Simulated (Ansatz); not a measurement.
# Response to strain in hypothetical P6_3/mmc Hf2BS

The parent structure is Hf₂BS (space group P6_3/mmc, No. 194; a = 3.445 Å, c = 12.006 Å; a hypothetical phase, not in the database extracts checked). Axes: x lies along a and z along c of the hexagonal cell.

Strains are applied to the cell and any free atomic positions relax; under biaxial strain the out-of-plane vector relaxes too.

The values are results of Ansatz (a quantum-chemistry and plane-wave program), PBEsol, PAW, cutoff 420 eV, no SOC, not measurements.

Notes on the quantities. pressure: mean of the normal stresses, compression positive.

```csv
variant,pressure,volume per atom
base,0.0 GPa,15.42 Å³
"biaxial strain −0.22 %, plane normal [001], relaxed out of plane",0.5 GPa,___
"biaxial strain +0.91 %, plane normal [001], relaxed out of plane",___,___
isotropic strain −1.23 %,6.4 GPa,14.86 Å³
uniaxial strain ε_zz = −3.32 %,___,14.91 Å³
```

Some entries are withheld; estimate them.


- biaxial strain −0.22 %, plane normal [001], relaxed out of plane, volume per atom: 15.37 Å³
- biaxial strain +0.91 %, plane normal [001], relaxed out of plane, pressure: -1.9 GPa
- biaxial strain +0.91 %, plane normal [001], relaxed out of plane, volume per atom: 15.62 Å³
- uniaxial strain ε_zz = −3.32 %, pressure: 6.2 GPa

Without a gap, meshes like the base's 16×16×4 leave anisotropic stresses uncertain by several tenths of a GPa, and small strain energies with them. No phonon test of stability was made. All final runs are without spin polarisation.
